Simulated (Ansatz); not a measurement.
Results of HSE06 (PAW; Ansatz, an electronic-structure program) for TiO2 (I4₁/amd, No. 141, 6 atoms in the cell; start mp-34688; metastable phase).

Run with plane-wave cutoff 460 eV, 6×6×6 k mesh, Fermi–Dirac smearing 0.01 eV, no spin polarisation, scalar-relativistic PAW data made under PBE.

Cell (relaxed with PBEsol):

```
TiO2
1.0
    2.66557    -2.66565    -0.02004
    2.66557     2.66565    -0.02004
   -2.62968     0.00000     4.79613
Ti O
2 4
Direct
  0.12500   0.87500   0.25000
  0.87500   0.12500   0.75000
  0.33253   0.08253   0.66505
  0.66747   0.91747   0.33495
  0.91747   0.66747   0.83495
  0.08253   0.33253   0.16505
```

### Question
What does this level give for the band gap, smallest direct gap on the k points sampled and Γ–Γ gap?

### Answer

- band gap: 3.65 eV (indirect)
- smallest direct gap on the k points sampled: 4.02 eV
- Γ–Γ gap: 4.15 eV

Note: cell and atoms aren't relaxed at this level (largest force component 0.14 eV/Å, pressure -1.0 GPa).

The computed numbers hold no vibrational or temperature effects.

Cost on a shared machine: very roughly 3 core-minutes.

A start named mp-… is a Materials Project structure, which need not be a measured phase.
